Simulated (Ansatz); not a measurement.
Si (diamond structure), Σ5 (001) twist. One C atom replaces one Si atom in a bicrystal of 70 atoms (one solute to 75 Å² of one boundary, a high coverage); atoms relaxed, cell held. Energies count from the site farthest from both boundaries, which lies only 4.7 Å away; negative means that the solute is drawn to the site. The cell is neutral, and spin is allowed where the electrons are odd. k-points: Γ-centred 3×3×1 mesh; occupations: Fermi-Dirac, 0.050 eV; spin polarisation not allowed. Spin-orbit coupling is left out.

Sites tried, by distance from the nearest boundary plane (Å): 0.02, 0.40, 0.77, 1.49.

Problem. Does C segregate by PBE run with Ansatz (an electronic-structure program), and with what energy at each site?

Solution. 0.02 Å: 1.19 eV; 0.40 Å: 1.31 eV; 0.77 Å: 0.63 eV; 1.49 Å: 0.45 eV. No site tried binds it by more than 0.05 eV.
